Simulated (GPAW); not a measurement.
**Variants of one calculation on BaNaPO4 (P3m1, 14 atoms in the cell)**

```yaml
crystal:
  lattice:
    - [5.70415, 0.00000, 0.00000]
    - [-2.85207, 4.93994, 0.00000]
    - [0.00000, 0.00000, 7.32210]
  atoms:
    - { symbol: Na, position: [0.00000, 0.00000, 0.99295] }
    - { symbol: Na, position: [0.33333, 0.66667, 0.81063] }
    - { symbol: Ba, position: [0.00000, 0.00000, 0.51250] }
    - { symbol: Ba, position: [0.66667, 0.33333, 0.15296] }
    - { symbol: P, position: [0.33333, 0.66667, 0.28516] }
    - { symbol: P, position: [0.66667, 0.33333, 0.72059] }
    - { symbol: O, position: [0.18498, 0.81502, 0.20758] }
    - { symbol: O, position: [0.18498, 0.36996, 0.20758] }
    - { symbol: O, position: [0.63004, 0.81502, 0.20758] }
    - { symbol: O, position: [0.81408, 0.18592, 0.79915] }
    - { symbol: O, position: [0.81408, 0.62816, 0.79915] }
    - { symbol: O, position: [0.37184, 0.18592, 0.79915] }
    - { symbol: O, position: [0.33333, 0.66667, 0.49527] }
    - { symbol: O, position: [0.66667, 0.33333, 0.50970] }
```

Base run A: LDA (Perdew-Wang 92), GPAW PAW datasets LDA (gpaw-data 1.0.1) run with GPAW 25.7.0, self-consistent single point.

Its settings: mode = pw; ecut = 900 eV; xc = LDA; kpts = 6 6 4; mesh shift (steps) = 0 0 0; occupations.name = fermi-dirac; occupations.width = 0 eV; nbands = -6; convergence.bands = -4; symmetry.symmorphic = false; symmetry.tolerance = 0.0005; maxiter = 150.

The starting cell comes from a database of computed structures (which also holds hypothetical and non-ambient phases and stackings), without a prior relaxation at this level. Its lattice was rescaled by a random factor within 2.5 % of one.

ΔF is the free energy per atom less that of run A. 

Runs:
- B: lattice scaled by 1.015
- C: ecut: 900 eV → 360 eV
- D: mixer.beta: default → 0.05; mixer.weight: default → 20
- E: convergence.density: default → 0.01 e/electron; convergence.energy: default → 0.05 eV/electron; convergence.eigenstates: default → 0.0004

| run | ΔF (meV/atom) | largest force (eV/Å) | gap on the mesh (eV) |
|---|---|---|---|
| A | 0.00 | 0.243 | 4.353 |
| B | 34.4 | 1.152 | 4.109 |
| C | 1912.8 | 0.230 | 4.063 |
| D | 0.00 | 0.243 | 4.353 |
| E | 0.00 | 0.243 | 4.355 |

Run B against A: The free energy goes up by 34.4 meV/atom, the largest force goes from 0.243 to 1.152 eV/Å and the gap on the mesh goes from 4.353 to 4.109 eV.

Run C against A: The free energy rises by 1.91 eV/atom, the largest force goes from 0.243 to 0.230 eV/Å and the gap on the mesh goes from 4.353 to 4.063 eV.

Run E against A: The free energy stays essentially unchanged (within 1 meV/atom), the largest force stays at 0.243 eV/Å and the gap on the mesh moves little (4.353 to 4.355 eV).
